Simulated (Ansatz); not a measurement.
**Ca, element substitutions**

Consider Ca in the fcc (Cu type) structure (space group Fm-3m, No. 225; a = 5.455 Å).

Each row replaces one element on all its sites; cell and atoms are relaxed.

Calculations: Kohn–Sham DFT with the PBEsol functional, run in Ansatz (a first-principles code) with PAW and 420 eV plane waves, spin-orbit coupling left out.

Before the change:

```
Property           Result
---------------  --------
Volume per atom  40.59 Å³
```

### Question
The aim is a volume per atom between 21.98 Å³ and 23.85 Å³. Which of these changes reaches it?
A. Ca → Mg
B. Ca → Eu
C. Ca → Ti

### Answer
A, Ca → Mg. It gives 22.69 Å³; Ca → Eu gives 37.75 Å³; Ca → Ti gives 16.68 Å³. Changes not listed may reach it too

The magnetic state is the one reached from the starting moments; the real material's order can differ, and small cells can't hold many antiferromagnetic ones. The state of the 4f shell was not checked for lower solutions. Whether these cells are dynamically stable was not tested. For Mg and Eu in this form, whether it has been made was not checked. Spin-polarised in the final run: Eu; the other runs are not. This is not the structure that Mg has at room temperature and ambient pressure. This is not the structure that Eu has at room temperature and ambient pressure. This is not the structure that Ti has at room temperature and ambient pressure.
